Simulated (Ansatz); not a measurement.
# Defect calculation: Ti vacancy (V_Ti) in rock-salt TiC

Calculation: PBE, PAW (plane waves to 420 eV; Ansatz, a quantum-chemistry and plane-wave program). Set-up: 64-site cell; 4×4×4 shifted k-points; start: the Ti site; no Hubbard U; energies good to tenths of an eV; the relaxation kept the symmetry of the starting site.

Neighbours after relaxation, in Å: of the emptied site: C 2.22, C 2.22, C 2.22, C 2.22, C 2.22, C 2.22.

Formation energies E_f are those of the neutral cell. Chemical conditions: C-rich (Δμ(Ti) = -1.66 eV; only phases computed here count, gases as isolated molecules at 0 K); Ti-rich (Δμ(Ti) = -0.33 eV, bounded by Ti2C (Fd-3m); only phases computed here count, gases as isolated molecules at 0 K). Reference phases: Ti: hcp Ti.

```json
[
 {"charge": "0", "moment (μB)": "not spin-polarised", "point group": "Oh", "largest move off a lattice site (Å)": "0.06", "E_f, C-rich (eV)": "6.90", "E_f, Ti-rich (eV)": "8.23"}
]
```

Point groups are those of the whole cell at tolerances of 0.03 and 0.1 Å ("near" where only the looser one holds); none is given for unsettled states.

All states together cost about 6 core-minutes (a rough figure).
